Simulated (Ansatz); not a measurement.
System: MgZn2N2 (P-3m1, No. 164, 5 atoms in the cell; start mp-1245625). Method: PBE0 in Ansatz (PAW).

Run with plane-wave cutoff 460 eV, 9×9×4 k mesh (along the axes of the cell as run), Fermi–Dirac smearing 0.01 eV, scalar-relativistic PAW data made under PBE.

Cell (relaxed with PBEsol):

MgZn2N2 has the trigonal space group P-3m1 (No. 164), Pearson symbol hP5. Cell: a = 3.3060 Å, b = 3.3060 Å, c = 5.7097 Å, α = 90.00°, β = 90.00°, γ = 120.00°. Mg on 1a is surrounded by 6 N at 2.331 Å (octahedral). Zn on 2d sees 3 N at 2.017 Å and 1 N at 2.383 Å (tetrahedral). N on 2d has 3 Zn at 2.017 Å and 1 Zn at 2.383 Å and 3 Mg at 2.331 Å. (Neighbours: up to the widest gap in distance over summed covalent radii, below 1.35, at either atom; cation-cation and far metal-metal contacts left out.)

Q: Estimate the band gap that the calculation returns.

A: 
- band gap: 2.13 eV (on the SCF k mesh)

Note: cell and atoms aren't relaxed at this level (pressure 1.3 GPa).

Computed values are for the static lattice.

The result took roughly 5 core-minutes.

A start named mp-… is a Materials Project structure, which need not be a measured phase.

Ansatz is a first-principles code.
